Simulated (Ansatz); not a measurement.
**A constructed model of the (111) surface of fcc Ag, (√3x√3)R30° layer of Br, one a cell, in the other hollow (bottom of the slab: a bare face, its two planes held)**

All values below come from PBE (plane waves to 420 eV, PAW; Ansatz, a first-principles code).

Slab: 19 atoms, 14.2 Å thick at the start; k 9x9x1, smearing 0.1 eV, dipole-corrected; 6 atoms held, the rest relaxed; symmetry of the start imposed; no spin, no spin-orbit, no U. In PBE it is, or lies within 0.01 eV a 1x1 cell of, the lowest of the 2 structures of its composition computed so far; larger cells were not tried.

```yaml
work_function_of_the_top_face: 5.47 eV
energy_released_by_relaxation: 0.016 eV
cost: about 7 core-minutes (a rough figure)
```
